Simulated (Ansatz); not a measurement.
We consider SnSeS (P3m1, No. 156, 3 atoms in the cell; start mp-1218912), described by PBEsol (plane waves, PAW; Ansatz, an electronic-structure program).

Settings: plane-wave cutoff 520 eV, 12×12×6 k mesh (along the axes of the cell as run), Fermi–Dirac smearing 0.01 eV, scalar-relativistic PAW data made under PBE.

Cell (relaxed at this level):

```cif
data_SSeSn
_chemical_formula_sum 'Sn1 Se1 S1'
_space_group_name_H-M_alt 'P 1'
_space_group_IT_number 1
_cell_length_a 3.73356
_cell_length_b 3.73356
_cell_length_c 6.10783
_cell_angle_alpha 90.000
_cell_angle_beta 90.000
_cell_angle_gamma 120.000
loop_
_space_group_symop_operation_xyz
  'x, y, z'
loop_
_atom_site_label
_atom_site_type_symbol
_atom_site_fract_x
_atom_site_fract_y
_atom_site_fract_z
_atom_site_occupancy
Sn1 Sn 0.33333 0.66667 0.00783 1
Se1 Se 0.00000 0.00000 0.74551 1
S1 S 0.66667 0.33333 0.24666 1
```

Task: Predict the band gap and smallest direct gap on the k points sampled.

Result: 
- band gap = 0.84 eV
- smallest direct gap on the k points sampled = 1.32 eV

Note: the cell has widely spaced layers and the level no dispersion term, so their spacing and the moduli can rest on weak binding.

Spin–orbit coupling is not included.

Computed values are for the static lattice.

A start named mp-… is a Materials Project structure, which need not be a measured phase.
